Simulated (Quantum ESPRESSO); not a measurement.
Quantum ESPRESSO is run on In3Bi (P1, 4 atoms in the cell), and the run fails. The aim is a self-consistent single point with DFT, PBEsol, plane waves, PseudoDojo standard norm-conserving (PBESOL) pseudopotentials.

Cell that was meant: a = 4.8508 Å, b = 4.8508 Å, c = 4.8508 Å, α = 90.00°, β = 90.00°, γ = 90.00°.

Part of the input:

```fortran
&system
    ibrav = 0
    nat = 4
    ntyp = 3
    ecutwfc = 70
    occupations = 'smearing'
    smearing = 'marzari-vanderbilt'
```

The program printed (abridged):

```
     This program is part of the open-source Quantum ESPRESSO suite
     for quantum simulation of materials; please cite

 %%%%%%%%%%%%%%%%%%%%%%%%%%%%%%%%%%%%%%%%%%%%%%%%%%%%%%%%%%%%%%%%%%%%%%%%%%%%%%
     Error in routine  card_atomic_species (5010):
     cannot read atomic specie from: ATOMIC_POSITIONS crystal
 %%%%%%%%%%%%%%%%%%%%%%%%%%%%%%%%%%%%%%%%%%%%%%%%%%%%%%%%%%%%%%%%%%%%%%%%%%%%%%

     stopping ...
```

Problem. Read the log: what does the program object to, and what is the fix?

Solution. The fault is a species count that does not match the list of species. The number of species decides how many lines of the species card are read. To fix it, make the count match the list. The program stopped before any SCF iteration.

An input that runs soundly differs in these lines (not the only fix; some lines may just follow from the change or write a value another way):
```diff
-    ntyp = 3
+    ntyp = 2
```

With that input, the run converged in 11 iterations: free energy E − TS -7634.6876 eV; Fermi level (on the code's own zero) 10.36 eV; pressure -1.98 GPa; largest force (vector length) 0.134 eV/Å (DFT, PBEsol, plane waves, PseudoDojo standard norm-conserving (PBESOL) pseudopotentials).

On the sound input: the starting cell comes from a database of computed structures (which also holds hypothetical and non-ambient phases and stackings), without a prior relaxation at this level. Its atoms were displaced at random from the sites of space group no. 221.
